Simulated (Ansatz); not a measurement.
We consider CsCl-type FeAl, described by PBE-D3(BJ) in Ansatz (plane waves, PAW).

Run with plane-wave cutoff 500 eV, 18×18×18 k mesh, Fermi–Dirac smearing 0.1 eV, no spin polarisation, scalar-relativistic PAW data made under PBE.

Computed at the level's own relaxed cell.

Estimate the equilibrium volume per atom and lattice parameter a that the calculation returns.


* **equilibrium volume per atom**: 11.46 Å³/atom
* **lattice parameter a**: 2.841 Å

Measured, for comparison: equilibrium volume per atom 12.32 Å³/atom, lattice constant a 2.910 Å (room temperature, not corrected to a static lattice; as tabulated in Liu et al. (2023), doi:10.1107/s2414314623010659). Computed (rounded) less measured: equilibrium volume per atom -7.0 %, lattice constant a -2.4 %.

Static lattice: no zero-point or thermal effects.

Ansatz is a quantum-chemistry and plane-wave program.
